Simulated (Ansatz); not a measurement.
The starting structures come from a database of crystals and need not be the phases stable at ambient conditions.

Data:

```yaml
crystal:
  lattice:
    - [4.11412, 0.00000, 0.00000]
    - [0.00000, 4.52716, 0.00000]
    - [0.00000, 0.00000, 5.08125]
  atoms:
    - { symbol: Si, position: [0.50000, 0.75000, 0.34769] }
    - { symbol: Si, position: [0.50000, 0.25000, 0.65231] }
    - { symbol: Si, position: [0.00000, 0.25000, 0.15231] }
    - { symbol: Si, position: [0.00000, 0.75000, 0.84769] }
    - { symbol: O, position: [0.73090, 0.57997, 0.61758] }
    - { symbol: O, position: [0.26910, 0.42003, 0.38242] }
    - { symbol: O, position: [0.76910, 0.07997, 0.88242] }
    - { symbol: O, position: [0.23090, 0.92003, 0.11758] }
    - { symbol: O, position: [0.23090, 0.42003, 0.88242] }
    - { symbol: O, position: [0.76910, 0.57997, 0.11758] }
    - { symbol: O, position: [0.26910, 0.92003, 0.61758] }
    - { symbol: O, position: [0.73090, 0.07997, 0.38242] }
```

Space group of this cell: Pbcn. The cell is taken as given; by r2SCAN its mean pressure is -9.7 GPa.

All values below come from r2SCAN (plane waves, PAW; Ansatz, a program for electronic structure).

The current runs along the normal of the first two printed vectors; no spin-orbit coupling. Scaled by the factor s: the length along the current (ions clamped). Meshes 8×8×6 and 8×8 across the current in all rows.

```
s     mean pressure (GPa)  slowest mid-gap decay constant κ (1/Å)
----  -------------------  --------------------------------------
0.97                 -0.1                                       ?
1.00                 -9.7                                   0.397
1.03                -17.6                                   0.374
```

**Question.** Take the slope of the slowest mid-gap decay constant κ against ln s from the two given rows, extrapolate to s = 0.97, and say what the run there gives.

**Answer.** Slope = (0.374 − 0.397) / ln 1.03 = -0.778 1/Å. The line gives 0.397 + (-0.778) × ln 0.97 = 0.421 1/Å. The run gives 0.420 1/Å, 0.001 1/Å under the line, 3 % of the predicted step.
